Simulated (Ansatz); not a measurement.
Ta2N (P-31m, No. 162; cell taken from a computed entry), treated with PBEsol (plane waves, PAW; Ansatz, a first-principles code).

Settings: plane-wave cutoff 500 eV, 12×12×8 k mesh (along the axes of the cell as run), Fermi–Dirac smearing 0.05 eV, scalar-relativistic PAW data made under PBE.

Computed at the level's own relaxed cell.

**Question.** Estimate the volume per atom, lattice parameter a and c axis length that the calculation returns.

**Answer.** 
volume per atom: 13.10 Å³/atom
lattice parameter a: 5.264 Å
c axis length: 4.912 Å

The run finds no gap.

Note: the relaxation could not lower the start's symmetry, so the cell can be a saddle point above a distorted one.

Spin–orbit coupling is not included.

Static lattice: no zero-point or thermal effects.

Computing time: around 10 core-minutes (rough).
